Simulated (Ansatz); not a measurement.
ZnCdO₂ (P3m1, No. 156, 4 atoms in the cell; start mp-1215505), treated with r²SCAN (Ansatz, a first-principles code, plane waves, PAW).

Run with plane-wave cutoff 560 eV, 18×18×10 k mesh (along the axes of the cell as run), Fermi–Dirac smearing 0.05 eV, scalar-relativistic PAW data made under PBE.

Cell (relaxed with PBEsol):

```yaml
crystal:
  lattice:
    - [3.36935, 0.00000, 0.00000]
    - [-1.68468, 2.91795, 0.00000]
    - [0.00000, 0.00000, 5.61452]
  atoms:
    - { symbol: Zn, position: [0.00000, 0.00000, 0.99685] }
    - { symbol: Cd, position: [0.66667, 0.33333, 0.48842] }
    - { symbol: O, position: [0.66667, 0.33333, 0.09857] }
    - { symbol: O, position: [0.00000, 0.00000, 0.65216] }
```

**Question.** Estimate the band gap that the calculation returns.

**Answer.** 
* **band gap**: 0.43 eV (on the SCF k mesh)

Note: cell and atoms aren't relaxed at this level (largest force component 0.05 eV/Å, pressure 1.0 GPa).

Spin–orbit coupling is not included.

A start named mp-… is a Materials Project structure, which need not be a measured phase.
